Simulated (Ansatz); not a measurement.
## What x(Si) = 0.375, 12 atoms, R3m does to Mg2Ge

The parent structure is Mg2Ge in the anti-fluorite structure (space group Fm-3m, No. 225; a = 6.364 Å).

The other end (x = 1) is Si$_{2}$Ge in the anti-fluorite structure (space group Fm-3m, No. 225; a hypothetical phase, not in the database extracts checked): 18.37 Å³/atom, gap zero; this end may not be an ambient phase.

Modification: a fraction x = 0.375 of the Mg sites is given to Si, ordered in a cell of 12 atoms (starting symmetry R3m) and fully relaxed.

Calculations: Ansatz (a program for electronic structure) PBEsol, no spin-orbit coupling. Settings: 12×12×12 k-points, 0.05 eV Fermi–Dirac smearing, for the changed cell.

Volume per atom: 20.15 Å³ (base 21.48 Å³)
Density: 3.41 g/cm³ (base 3.12 g/cm³)
Band gap: zero (base 0.08 eV)
Mixing energy: +0.02 eV/atom (to 0.01 eV only: unlike meshes or grids) (against an end that may be hypothetical)
Deviation of the volume from the linear (Vegard-type) interpolation: -0.8 %

Cost of the whole job for the changed cell (relaxation, final SCF and bands): about 50 core-minutes (a rough figure).

Each cell is one ordered arrangement of few atoms, which overstates ordering effects compared with a random alloy. Whether these cells are dynamically stable was not tested. The final runs are not spin-polarised. Under x(Si) = 0.375, 12 atoms, R3m the cell changed shape so far that it is another structure. A zero or small gap of Mg2Ge can be the functional's error rather than a property of the material.
